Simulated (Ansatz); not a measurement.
# Zinc-blende LiH (model structure)

The numbers are results of PBEsol in Ansatz (plane waves, PAW), not measurements.

Settings: plane-wave cutoff 500 eV, 12×12×12 k mesh, gaussian smearing 0.02 eV, scalar-relativistic PAW data made under PBE.

Cell (relaxed at this level):

LiH is taken in the cubic space group F-43m (No. 216), the zinc blende structure, Pearson symbol cF8. Lattice parameters: a = b = c = 4.257 Å, α = β = γ = 90.00°. Li on 4a is surrounded by 4 H at 1.843 Å (tetrahedral). H on 4d is coordinated by 4 Li at 1.843 Å (tetrahedral). (Neighbours: up to the widest gap in distance over summed covalent radii, below 1.35, at either atom; cation-cation and far metal-metal contacts left out.)
(The calculation used a cell of 2 atoms; values per cell refer to that cell.)

| Item | Result |
|---|---|
| band gap | 4.01 eV (on the SCF k mesh) |

Note: the relaxation could raise the start's symmetry but not lower it, so the cell can be a saddle point.

Computed values are for the static lattice.

Computing time: roughly 6 core-seconds.

A model structure was made by putting elements into a prototype or built by hand; it is no filed structure, need not be a known phase, and can be a saddle point held by its symmetry.

Ansatz is an electronic-structure program.
